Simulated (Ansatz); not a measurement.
SiS2 (Ibam, No. 72), relaxed in Ansatz (plane waves) with several semilocal functionals. Each gives its own volume and its own bulk modulus:

```tsv
level	V0 (Å³/atom)	bulk modulus B0 (GPa)	ln V0	ln B0
PBEsol-D3(BJ)	22.057	16.1	3.0936	2.7788
LDA	22.822	11.8	3.1277	2.4681
PBE-D3(BJ)	23.816	12.1	3.1704	2.4932
r²SCAN-D4	24.603	11.1	3.2029	2.4069
PBEsol	26.152	3.3	3.2639	1.1939
r²SCAN	26.551	5.8	3.2791	1.7579
```

### Question
Fit a straight line to ln B0 against ln V0. What does it predict for PBE-D4, whose volume is 23.680 Å³/atom?

### Answer
With x = ln V0 and y = ln B0: means 3.18960 and 2.18313; Σ(Δx Δy) = -0.189, Σ(Δx²) = 0.0271, so the slope is -6.98. At x = 3.1646 the line gives y = 2.18313 + (-6.98) × (3.1646 − 3.18960) = 2.3576, or 10.6 GPa. The run with PBE-D4 gives 12.9 GPa, +22 % from the line. The rows used scatter about it by up to 37.5 %, while the largest value lies 388 % above the smallest.

Ansatz's density-functional and Hartree–Fock values are scalar-relativistic unless marked +SOC, with PAW data made under PBE.

Ansatz is an electronic-structure program.
